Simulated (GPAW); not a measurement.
Band structure of YB₂ (P6/mmm, 3 atoms in the cell).

```xyz
3
Lattice="3.3008 0.0000 0.0000 -1.6504 2.8586 0.0000 0.0000 0.0000 3.8625" Properties=species:S:1:pos:R:3 pbc="T T T"
Y      0.0000     0.0000     0.0000
B      0.0000     1.9057     1.9312
B      1.6504     0.9529     1.9312
```

Method of the run: PBEsol, GPAW PAW datasets PBEsol (made by gpaw-setup) (plane waves; GPAW 25.7.0).

Settings: mode = pw; ecut = 900 eV; xc = PBEsol; kpts = 8 8 6; mesh shift (steps) = 0 0 0; occupations.name = fermi-dirac; occupations.width = 0.1 eV; nbands = -7; convergence.forces = 0.001 eV/Å; symmetry.symmorphic = false; symmetry.tolerance = 0.0005; maxiter = 120; bandpath_npoints = 40.

The starting cell comes from a database of computed structures (which also holds hypothetical and non-ambient phases and stackings), without a prior relaxation at this level.

Levels in eV from the Fermi level, bands 6 to 12:
```csv
point,6,7,8,9,10,11,12
Γ,-1.19,-0.63,-0.63,-0.62,5.32,5.40,5.40
M,-6.82,-2.14,-1.48,-0.52,2.98,4.55,6.21
K,-6.03,-4.78,-0.76,-0.76,3.22,3.22,5.44
A,-4.98,0.40,0.40,2.74,2.74,2.97,2.97
L,-5.37,-2.53,-2.08,-0.43,4.74,5.33,7.22
H,-6.80,-3.24,-0.78,-0.78,5.96,7.39,7.39
```

Bands cross the Fermi level along this path, so the cell is metallic at this level.
